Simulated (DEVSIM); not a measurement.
Device: W/Al2O3/p-Si capacitor, at 300 K.

Layer 1 from the left is Al2O3, thickness (nm) 4.60. Layer 2 from the left is Si, thickness (nm) 4200, Na (cm⁻³) 1.9e16.

Metal gate on the left, work function 4.6 eV. Fixed charge at the semiconductor interface -2.4e10 cm⁻² (in units of +e); interface traps 1e10 cm⁻² eV⁻¹, uniform in energy, neutral level at 0.7 of the gap above the valence band.

Constants are typed, rounded textbook-type inputs, not results; the design itself was drawn at random and stands for no fabricated device. Values at 300 K.

Al2O3: gap (eV) 6.8, affinity (eV) 1.35, permittivity 9. Si: gap (eV) 1.124, affinity (eV) 4.05, permittivity 11.7, Nc (cm⁻³) 2.86e19, Nv (cm⁻³) 3.1e19.

DEVSIM, 1D Poisson equation in equilibrium, Boltzmann statistics, complete ionisation; no quantum confinement or tunnelling. Metal contacts follow the ideal Schottky-Mott rule: no Fermi-level pinning, no interface dipoles.

Question: What does the simulation give for the flat-band voltage, the threshold voltage (band bending 2φF), the minimum of the low-frequency capacitance?

Answer: flat-band voltage -0.38 V; threshold voltage (band bending 2φF) 0.40 V; minimum of the low-frequency capacitance 0.0516 μF/cm².
